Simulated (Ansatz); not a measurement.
SiC (wurtzite, P6_3mc), quasi-harmonic approximation with PBE in Ansatz (a quantum-chemistry and plane-wave program). Another polymorph of this substance is known too; which is more stable was not tested here. Dynamical quadrupoles are not included in the interpolation of the phonons between the solved wave vectors.

| T (K) | α_a (10⁻⁶/K) | α_c (10⁻⁶/K) | C_P (J/mol/K) | bulk modulus B_T (GPa) | γ |
|---|---|---|---|---|---|
| 200 | 1.3 | 1.3 | 17.2 | 209 | 0.61 |
| 300 | 2.6 | 2.7 | 27.9 | 208 | 0.75 |
| 400 | 3.6 | 3.6 | 35.0 | 207 | 0.82 |
| 450 | 3.9 | 4.0 | 37.5 | 206 | 0.84 |
| 600 | 4.7 | 4.7 | 42.4 | 204 | 0.87 |
| 650 | 4.8 | 4.9 | 43.5 | 203 | 0.88 |
| 800 | 5.2 | 5.3 | ? | 201 | 0.89 |
| 950 | 5.4 | ? | 47.2 | 199 | 0.90 |

Q: Complete the blanks.

A: 
- 800, C_P (J/mol/K): 45.8
- 950, α_c (10⁻⁶/K): 5.5

The crystal is held in this phase throughout; melting and phase transitions are not modelled.
